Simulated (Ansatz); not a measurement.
Consider Ru in the hcp (Mg type) structure (space group P6_3/mmc, No. 194; a = 2.691 Å, c = 4.249 Å; relaxed with 0.1 eV smearing).

The values are results of Ansatz (a first-principles code), PBEsol, PAW, cutoff 420 eV, without spin-orbit coupling, not measurements.

Strains are applied to the cell and any free atomic positions relax.

One change was made to it. Results:

The energy grows by 13 meV/atom; the pressure (mean of the normal stresses, compression positive) goes from zero to 11.2 GPa; the band gap is still zero.

Task: Name the change that was made.
A) isotropic strain +2.50 %
B) isotropic strain −1.50 %
C) isotropic strain −3.00 %
D) isotropic strain −2.00 %
E) isotropic strain −1.00 %

Result: E, isotropic strain −1.00 %. For comparison, the energy relative to the base in the other runs: isotropic strain −2.00 % gives +56 meV/atom; isotropic strain −3.00 % gives +131 meV/atom; isotropic strain +2.50 % gives +74 meV/atom; isotropic strain −1.50 % gives +31 meV/atom.

Stability against distortions was not tested. The final runs are not spin-polarised.
